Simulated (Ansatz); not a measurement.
## Response to strain in CaO

Base system: CaO in the rock salt structure (space group Fm-3m, No. 225).

```
CaO
1.0
    0.00000     2.38356     2.38356
    2.38356     0.00000     2.38356
    2.38356     2.38356     0.00000
Ca O
1 1
Cartesian
  0.00000   0.00000   0.00000
  2.38356   2.38356   2.38356
```

Strains are applied to the cell and any free atomic positions relax.

Method: DFT with PBEsol, PAW potentials and a 420 eV plane-wave cutoff in Ansatz (a program for electronic structure), no SOC.

Candidates:
(a) isotropic strain +3.00 %
(b) isotropic strain +2.00 %
(c) isotropic strain +0.50 %
(d) isotropic strain −1.50 %
(e) isotropic strain −2.50 %

Notes on the quantities. energy relative to the base: free energy F.

**Question.** Order them by energy relative to the base, highest first.

**Answer.** (a) isotropic strain +3.00 % (+36 meV/atom), (e) isotropic strain −2.50 % (+30 meV/atom), (b) isotropic strain +2.00 % (+16 meV/atom), (d) isotropic strain −1.50 % (+10 meV/atom), (c) isotropic strain +0.50 % (+1.1 meV/atom)

Whether these cells are dynamically stable was not tested.
